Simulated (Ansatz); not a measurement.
Consider TiO₂ in the anatase structure (space group I4_1/amd, No. 141; a = 3.770 Å, c = 9.555 Å). Axes: x, y, z lie along a, b, c of the conventional cell.

Method: Ansatz (a program for electronic structure) PBEsol, spin-orbit coupling left out, earlier PAW set.

Strains are applied to the cell and any free atomic positions relax; under biaxial strain the out-of-plane vector relaxes too.

One change was made to it. Results:

The band gap increases by 0.01 eV, from 2.11 eV to 2.12 eV; the pressure (mean of the normal stresses, compression positive) goes from zero to 1.04 GPa.

Task: What was done to the base?
(A) uniaxial strain ε_xx = −0.46 %
(B) biaxial strain +2.46 %, plane normal [001], relaxed out of plane
(C) isotropic strain −4.64 %

Result: A, uniaxial strain ε_xx = −0.46 %. For comparison, the band gap in the other runs: biaxial strain +2.46 %, plane normal [001], relaxed out of plane gives 1.90 eV; isotropic strain −4.64 % gives 2.22 eV.

Stability against distortions was not tested. All final runs are without spin polarisation.
